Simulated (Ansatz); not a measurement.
SiC (model structure, started from the BN type, Pm-3n, No. 223, 12 atoms in the cell) was calculated with PBEsol in Ansatz (PAW).

Input:

Ansatz 0.2 input:
```yaml
crystal:
  lattice:
    - [5.331275572, 0.0, 0.0]
    - [0.0, 5.331275572, 0.0]
    - [0.0, 0.0, 5.331275572]
  atoms:
    - { symbol: Si, position: [0.25, 0.0, 0.5] }
    - { symbol: Si, position: [0.5, 0.25, 0.0] }
    - { symbol: Si, position: [0.5, 0.75, 0.0] }
    - { symbol: Si, position: [0.75, 0.0, 0.5] }
    - { symbol: Si, position: [0.0, 0.5, 0.75] }
    - { symbol: Si, position: [0.0, 0.5, 0.25] }
    - { symbol: C, position: [0.25, 0.5, 0.0] }
    - { symbol: C, position: [0.0, 0.25, 0.5] }
    - { symbol: C, position: [0.0, 0.75, 0.5] }
    - { symbol: C, position: [0.75, 0.5, 0.0] }
    - { symbol: C, position: [0.5, 0.0, 0.75] }
    - { symbol: C, position: [0.5, 0.0, 0.25] }
basis:
  ecutwfc: 520
  ecutrho_ratio: 4
  xc_grid: 2
kpoints:
  mp_grid: { grid: [6, 6, 6] }
  band_path:
    path:
      - [0.0, 0.0, 0.0]
      - [0.0, 0.1, 0.0]
      - [0.0, 0.2, 0.0]
      - [0.0, 0.3, 0.0]
      - [0.0, 0.4, 0.0]
      - [0.0, 0.5, 0.0]
      - [0.1, 0.5, 0.0]
      - [0.2, 0.5, 0.0]
      - [0.3, 0.5, 0.0]
      - [0.4, 0.5, 0.0]
      - [0.5, 0.5, 0.0]
      - [0.4375, 0.4375, 0.0]
      - [0.375, 0.375, 0.0]
      - [0.3125, 0.3125, 0.0]
      - [0.25, 0.25, 0.0]
      - [0.1875, 0.1875, 0.0]
      - [0.125, 0.125, 0.0]
      - [0.0625, 0.0625, 0.0]
      - [0.05, 0.05, 0.05]
      - [0.1, 0.1, 0.1]
      - [0.15, 0.15, 0.15]
      - [0.2, 0.2, 0.2]
      - [0.25, 0.25, 0.25]
      - [0.3, 0.3, 0.3]
      - [0.35, 0.35, 0.35]
      - [0.4, 0.4, 0.4]
      - [0.45, 0.45, 0.45]
      - [0.5, 0.5, 0.5]
      - [0.4375, 0.5, 0.4375]
      - [0.375, 0.5, 0.375]
      - [0.3125, 0.5, 0.3125]
      - [0.25, 0.5, 0.25]
      - [0.1875, 0.5, 0.1875]
      - [0.125, 0.5, 0.125]
      - [0.0625, 0.5, 0.0625]
      - [0.5, 0.5, 0.4]
      - [0.5, 0.5, 0.3]
      - [0.5, 0.5, 0.2]
      - [0.5, 0.5, 0.1]
    npoints: 1
hamiltonian:
  xc: pbesol
  dispersion: none
  pseudopotentials: { kind: paw }
scf:
  occupations: { method: fermi_dirac, width: 0.01 }
  convergence: { dr2_threshold: 0.0000000012 }
output:
  forces: true
  stress: true
  eigenvalues: true
  write_bands: true
```

Excerpt of the program's output:

```
Crystal: 12 atoms, lattice volume = 151.528 Å³
Basis set: ecut = 520 eV, 4067 PW (Γ), exchange–correlation on 80×80×80 points (8 copies of the dense FFT grid, shifted against one another)
Bands: 36, of which v1, the nominal top of the filled ones, is band 24 counted from 1 (23 counted from 0)
Symmetry: 48 space group operations
Space group: Pm-3n (ITA 223), of the structure as read, at distance tolerance 5.3e-5 Å
k-points: 20 of 216
Functional: x = pbesol(κ = 0.804, μ = 0.12345679012345678), c = pbesol(β = 0.046)
SCF iter   1: F=—  HF=-5209.133075 eV  |F-HF|=—  |Δ(HF+E_count)|=         —  Δρ=4.76e-3  dr2=3.79e-2
SCF iter   2: F=—  HF=-5209.138537 eV  |F-HF|=—  |Δ(HF+E_count)|=   5.46e-3  Δρ=2.41e-3  dr2=1.29e-2
  ...
SCF iter   6: F=—  HF=-5209.154059 eV  |F-HF|=—  |Δ(HF+E_count)|=   2.89e-7  Δρ=6.71e-6  dr2=7.98e-8
SCF iter   7: F=-5209.154060 eV  HF=-5209.154060 eV  |F-HF|=1.55e-9  |Δ(HF+E_count)|=   2.24e-7  Δρ=9.97e-7  dr2=1.04e-9
SCF 1 converged in 7 iterations: F = -5209.154060 eV  dr2 = 1.04e-9
SCF converged after 7 iterations
Free energy (F): -5209.154060 eV
Internal energy: -5209.154060 eV  (E = F + TS)
E sigma→0 (E₀):  -5209.154060 eV
Fermi energy:    8.078705 eV
--- Stress (GPa, compression-positive) ---
       -0.002037      -0.000000       0.000000
       -0.000000      -0.002037       0.000000
        0.000000       0.000000      -0.002037
  P = ⅓ Tr σ = -0.0020 GPa (-0.020 kbar)
```

The PAW data were made under PBE.

Note: the relaxation could raise the start's symmetry but not lower it, so the cell can be a saddle point.

A model structure was made by putting elements into a prototype or built by hand; it is no filed structure, need not be a known phase, and can be a saddle point held by its symmetry.

Ansatz is a quantum-chemistry and plane-wave program.
